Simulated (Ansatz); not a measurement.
## What tensor shear ε_xy = +3.60 % does to ZnGeP2

Consider ZnGeP2 in the chalcopyrite structure (space group I-42d, No. 122; a = 5.4242 Å, c = 10.7095 Å). Axes: x, y, z lie along a, b, c of the conventional cell.

The change: a pure shear with ε_xy = ε_yx = 0.0360; the atoms relax in the strained cell.

The values are results of Ansatz (a first-principles code), PBEsol, PAW, cutoff 420 eV, no spin-orbit coupling, not measurements. Settings: 9×9×9 k-points, 0.05 eV Fermi–Dirac smearing.

| quantity | base | changed | shift |
|---|---|---|---|
| volume per atom | 19.69 Å³ | 19.67 Å³ | -0.026 Å³ |
| space group | I-42d (No. 122) | Fdd2 (No. 43) | – |
| energy relative to the base (free energy F) | 0 meV/atom | +21 meV/atom | +21 meV/atom |
| pressure (mean of the normal stresses, compression positive) | 0.0 kbar | 1.6 kbar | +1.6 kbar |
| band gap | 1.07 eV | 0.58 eV | -0.49 eV |
| gap character | – | direct at Γ | – |
| valence-band top at Γ (three highest levels, from the VBM) | 0.00, -0.07, -0.07 eV | 0.00, -0.28, -0.55 eV | – |
| largest internal atomic displacement | – | 0.036 Å | – |
| stress (xx, yy, zz, yz, xz, xy; compression positive) | – | (0.27, 0.27, -0.06, 0.00, 0.00, -4.73) GPa | – |

Final structure:

```
ZnGeP2
1.0
   -2.61446     2.61446     5.35473
    2.61446    -2.61446     5.35473
    2.80973     2.80973    -5.35473
Zn Ge P
2 2 4
Cartesian
  0.09764   2.71210   2.64108
  0.00000   0.00000  -0.03629
  2.71210   0.09764   2.65534
  0.00000   0.00000   5.33271
  1.41502   1.41432  -1.30953
  1.39471   1.39541   4.04520
  4.10751   1.49235   1.36784
 -1.29777   1.31738   6.72257
```

Cost of the whole job for the changed cell (relaxation, final SCF and bands): about 6 core-minutes (a rough figure).

Whether these cells are dynamically stable was not tested. k-point labels follow each cell's own Brillouin zone.
